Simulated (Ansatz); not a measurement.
## fcc Ag: the defect Ag vacancy + C interstitial

Method: PBE, PAW (plane waves to 420 eV; Ansatz, an electronic-structure program). Details: 32-site cell; 6×6×6 shifted k-points; start: the Ag site; off centre in the vacancy; not converged in cell size; the relaxation kept the symmetry of the starting site; relaxed from one start, so a lower configuration may exist.

Neighbours after relaxation, in Å: of the emptied site: C 2.05; of the C atom: Ag 2.14, Ag 2.14, Ag 2.14, Ag 2.14, Ag 2.19.

Formation energies E_f are those of the neutral cell. Chemical conditions: host crystal and elements as references (Δμ(Ag) = 0.00 eV, Δμ(C) = 0.00 eV; C taken from its element, since no compound that bounds it was computed at this level; only phases computed here count, gases as isolated molecules at 0 K). Reference phases: Ag: fcc Ag, C: graphite.

The name describes the start; the neighbours show where the atoms ended.

| charge | moment (μB) | point group | largest move off a lattice site (Å) | E_f, host crystal and elements as references (eV) |
|---|---|---|---|---|
| 0 | not spin-polarised | C4v | 0.09 | 4.85 |

Point groups are those of the whole cell at tolerances of 0.03 and 0.1 Å ("near" where only the looser one holds); none is given for unsettled states.
